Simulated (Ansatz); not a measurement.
Partial pair distribution functions of a relaxed model of amorphous B10Te40, broadened by 0.06 Å; density 6.07 g/cm³. These are PBE-D3(BJ), scalar-relativistic without spin-orbit coupling, PAW (Ansatz default set, large-core Te) (plane waves to 420 eV; Ansatz, an electronic-structure program) values and carry that method's errors.

A CHGNet melt-quench gave the starting glass, which DFT then relaxed. The hot cell started wider than the set density and was brought back towards it in steps. It is the lowest in DFT energy of 2 quenches. It is a model cell: composition and starting density were chosen by hand, and all elements were melted together. The geometry includes D3(BJ) dispersion. Its density started from a set value of 5.81 and ended at 6.07 g/cm³. Cooling (nominally 190 K/ps over its main leg) ran many orders faster than in experiment, which tends to leave more defects and strain. A cell of this size samples the disorder only roughly. The volume was free in the relaxation, at fixed shape. Stress components on the final sampling reach 0.8 GPa. On a 2×2×2 Γ-centred mesh force components of up to 0.33 eV/Å stay, since the relaxation ran on one k-point at (1/4, 1/4, 1/4).

| r (Å) | g Te-Te | g B-Te | g B-B |
|---|---|---|---|
| 1.45 | 0.00 | 0.00 | 0.00 |
| 1.55 | 0.00 | 0.00 | 0.85 |
| 1.65 | 0.00 | 0.00 | 15.75 |
| 1.75 | 0.00 | 0.00 | 30.29 |
| 1.85 | 0.00 | 0.00 | 6.08 |
| 1.95 | 0.00 | 0.00 | 0.10 |
| 2.05 | 0.00 | 0.10 | 0.00 |
| 2.15 | 0.00 | 2.59 | 0.00 |
| 2.25 | 0.00 | 7.68 | 0.00 |
| 2.35 | 0.00 | 4.93 | 0.00 |
| 2.45 | 0.00 | 0.62 | 0.00 |
| 2.55 | 0.00 | 0.01 | 0.04 |
| 2.65 | 0.09 | 0.00 | 1.06 |
| 2.75 | 0.43 | 0.01 | 1.79 |
| 2.85 | 1.35 | 0.16 | 0.68 |
| 2.95 | 1.88 | 0.16 | 1.73 |
| 3.05 | 1.45 | 0.02 | 0.38 |
| 3.15 | 1.32 | 0.20 | 0.01 |
| 3.25 | 1.24 | 0.61 | 0.00 |
| 3.35 | 1.44 | 0.90 | 0.00 |
| 3.45 | 1.67 | 1.77 | 0.24 |
| 3.55 | 1.45 | 1.73 | 1.22 |
| 3.65 | 1.58 | 1.34 | 1.09 |
| 3.75 | 1.47 | 1.18 | 0.92 |
| 3.85 | 1.36 | 1.06 | 0.93 |
| 3.95 | 1.36 | 1.49 | 0.53 |
| 4.05 | 1.37 | 1.52 | 0.02 |
| 4.15 | 1.23 | 1.08 | 0.00 |
| 4.25 | 1.06 | 0.87 | 0.00 |
| 4.35 | 1.19 | 0.56 | 0.00 |
| 4.45 | 1.06 | 0.80 | 0.00 |
| 4.55 | 1.04 | 1.17 | 0.01 |
| 4.65 | 0.99 | 0.90 | 0.32 |
| 4.75 | 0.66 | 0.84 | 1.28 |
| 4.85 | 0.50 | 0.72 | 1.15 |
| 4.95 | 0.46 | 0.66 | 1.68 |
| 5.05 | 0.38 | 0.86 | 0.49 |
| 5.15 | 0.55 | 0.64 | 0.59 |
| 5.25 | 0.60 | 0.66 | 0.66 |
| 5.35 | 0.79 | 1.18 | 1.45 |
| 5.45 | 0.77 | 1.18 | 1.42 |
| 5.55 | 0.83 | 1.39 | 1.47 |
| 5.65 | 1.17 | 1.39 | 0.69 |

Within 3.20 Å each Te has 2.10 Te neighbours on average.
